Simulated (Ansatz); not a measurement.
# zinc-blende InAs (1 1 1) on diamond (1 1 1) (film strained to the substrate, started from cuts of the bulks and a machine-learned relaxation; metallic at this level, with no gap by band count; slabs C42 and As4In4, which can lie off the formulas)

A periodic stack without vacuum, zinc-blende InAs (1 1 1) on diamond (1 1 1) (film strained to the substrate, started from cuts of the bulks and a machine-learned relaxation; metallic at this level, with no gap by band count; slabs C42 and As4In4, which can lie off the formulas): substrate slab C42, film As4In4, surface cells [[1, 1], [-2, 1]] and [[1, 0], [-1, 1]], film strained by 0.0 and 0.0 %, outermost planes C/C and As/In as cut, which need not be the usual terminations and can put a slab off its formula.

The start was prepared with a machine-learned potential, and the result is one local minimum, with the in-plane cell held and forces under 0.04 eV/Å; the film can end far from its bulk form.

Computed with PBE (plane waves to 420 eV, PAW; Ansatz, a program for electronic structure). Spin–orbit coupling is left out; PBE gaps are too small against experiment. Its k-point mesh 6×6×1, Fermi–Dirac width 0.05 eV.

- interface area: 16.6 Å²
- period: 30.23 Å
- heights between the nearest atoms of the two slabs at the two interfaces: 1.24 and 1.34 Å
- C–In contacts across the interfaces within 1.22 times the sum of covalent radii: 3, mean 2.24 Å
- As–C contacts across the interfaces within 1.22 times the sum of covalent radii: 3, mean 2.05 Å
- two interfaces: unlike, so that offsets are their mean
- spin-polarised check at this geometry: keeps a moment, energy -0.01 eV
- slope of the mean potential energy in the substrate: -13.7 MV/cm × e

```
In2As2C21
1.0
    4.37407    -0.00037    -0.03910
   -2.18754     3.78726    -0.07290
    1.36299    -0.43680    30.24346
C As In
42 4 4
Cartesian
  0.34150   2.12991   0.76433
 -0.98460   2.84523   0.73274
  3.46813   1.29282   0.73277
  0.92405   2.13454   2.22706
 -1.20336   3.35524   2.21121
  3.18577   0.89181   2.23196
  2.41624   2.13698   2.72584
  0.25033   3.41785   2.72412
  0.25373   0.86377   2.78721
  2.43612   2.17676   4.28080
  0.26479   3.45240   4.27207
  0.26778   0.90612   4.33453
 -0.46421   2.19103   4.81206
  1.72290   3.45318   4.77726
  1.72332   0.92902   4.84151
 -0.45082   2.22949   6.36589
  1.73653   3.49138   6.32203
  1.73687   0.96749   6.38343
  1.01183   2.24143   6.87247
 -1.17437   3.50520   6.86105
  3.19866   0.98011   6.88355
  1.02526   2.27978   8.41902
 -1.16094   3.54341   8.40766
  3.21215   1.01844   8.43018
  2.49097   2.29856   8.92058
  0.30402   3.55054   8.91017
  0.29501   1.03092   8.97176
  2.50476   2.33737  10.46737
  0.31797   3.58766  10.45778
  0.30724   1.06909  10.51938
 -0.41089   2.34502  11.03102
  1.77745   3.60629  10.98157
  1.77696   1.08115  10.97574
 -0.39554   2.38842  12.62232
  1.79398   3.64913  12.57437
  1.79144   1.12028  12.45626
  1.08691   2.35473  13.07303
 -1.08911   3.71180  13.05380
  3.20743   1.13329  13.08392
  1.32994   1.91775  14.52799
 -0.82347   4.18297  14.52554
  2.69863   1.13925  14.53660
  2.69339   2.71971  15.76604
  2.83123  -0.01775  19.77235
  0.74621   1.33399  23.39214
  2.97675   2.68202  26.94040
  2.82330   2.48371  18.92661
  2.92553   0.04941  22.54412
  0.77869   1.39723  26.10891
  3.04026   2.88586  29.59635
```
